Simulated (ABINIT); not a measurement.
Input and output of a self-consistent single point for Pb (Im-3m, 1 atom in the cell) (ABINIT).

Level of theory: PBEsol, norm-conserving pseudopotentials (PseudoDojo nc-sr-04 PBEsol standard) (plane waves; ABINIT).

The change in words: lattice scaled by 0.98. Reference geometry:
```
Pb
1.0
   -1.97966     1.97966     1.97966
    1.97966    -1.97966     1.97966
    1.97966     1.97966    -1.97966
Pb
1
Direct
  0.00000   0.00000   0.00000
```

Reference input (self-consistent single point, DFT, PBEsol, plane waves, norm-conserving pseudopotentials (PseudoDojo nc-sr-04 PBEsol standard)): pseudos = [Pb.upf]; ecut = 31 Ha; ixc = -116133; occopt = 3; tsmear = 0.1 eV; ngkpt = 15 15 15; nshiftk = 1; shiftk = 0 0 0; potentials = PseudoDojo nc-sr-04 PBEsol standard; nband = 12; kptopt = 1; nstep = 60. This run's input differs from it in these lines:

```diff
@@ -3,3 +3,3 @@
 pseudos "Pb.upf"
-acell 6.4796284327 6.4796284327 6.4796284327
+acell 6.3500365187 6.3500365187 6.3500365187
 rprim
```

Output (repeated stretches shortened):

```
--- !BeginCycle
solver: {iscf: 7, nstep: 60, nline: 4, wfoptalg: 0, }
tolerances: {toldfe: 1.00E-09, }
...

     iter   Etot(hartree)      deltaE(h)  residm     vres2
 ETOT  1  -69.703215849105    -6.970E+01 4.446E-01 9.684E-01
 ETOT  2  -69.775089991109    -7.187E-02 1.675E-02 1.943E-01
 ETOT  3  -69.775114795333    -2.480E-05 3.980E-03 1.259E-02
 ETOT  4  -69.775117861742    -3.066E-06 2.163E-03 3.765E-03
 ETOT  5  -69.775118559206    -6.975E-07 2.135E-03 1.926E-06
 ETOT  6  -69.775118559601    -3.949E-10 1.334E-03 1.556E-07
 ETOT  7  -69.775118559631    -3.060E-11 1.308E-03 1.178E-09
 At SCF step    7, etot is converged :
  for the second time, diff in etot=  3.060E-11 < toldfe=  1.000E-09

 Cartesian components of stress tensor (hartree/bohr^3)
  sigma(1 1)= -3.93457494E-05  sigma(3 2)=  0.00000000E+00
  sigma(2 2)= -3.93457494E-05  sigma(3 1)=  0.00000000E+00
  sigma(3 3)= -3.93457494E-05  sigma(2 1)=  0.00000000E+00

 ----iterations are completed or convergence reached----

 reduced coordinates (array xred) for    1 atoms
       0.000000000000      0.000000000000      0.000000000000
 cartesian forces (eV/Angstrom) at end:
    1     -0.00000000000000    -0.00000000000000    -0.00000000000000
 frms,max,avg= 0.0000000E+00 0.0000000E+00   0.000E+00  0.000E+00  0.000E+00 e/A
 length scales=  6.350036518700  6.350036518700  6.350036518700 bohr
   [... lines left out ...]
 Fermi (or HOMO) energy (eV) =   6.75874   Average Vxc (eV)= -10.87327
   [... lines left out ...]
total_energy        : -6.97751185596313E+01
total_energy_eV     : -1.89867753500314E+03
band_energy         : -3.50166730018202E+00
...

-Cartesian components of stress tensor (GPa)         [Pressure=  1.1576E+00 GPa]
- sigma(1 1)= -1.15759172E+00  sigma(3 2)=  0.00000000E+00
- sigma(2 2)= -1.15759172E+00  sigma(3 1)=  0.00000000E+00
- sigma(3 3)= -1.15759172E+00  sigma(2 1)=  0.00000000E+00

 Calculation completed.
```

The run converged in 7 iterations. Against the reference run the free energy drops by 3.1 meV/atom and the pressure goes from -1.57 to 1.16 GPa.

The starting cell comes from a database of computed structures (which also holds hypothetical and non-ambient phases and stackings), without a prior relaxation at this level. For this run, on top of that: lattice scaled by 0.98.

Cost on one core of a shared machine: roughly 70 s.
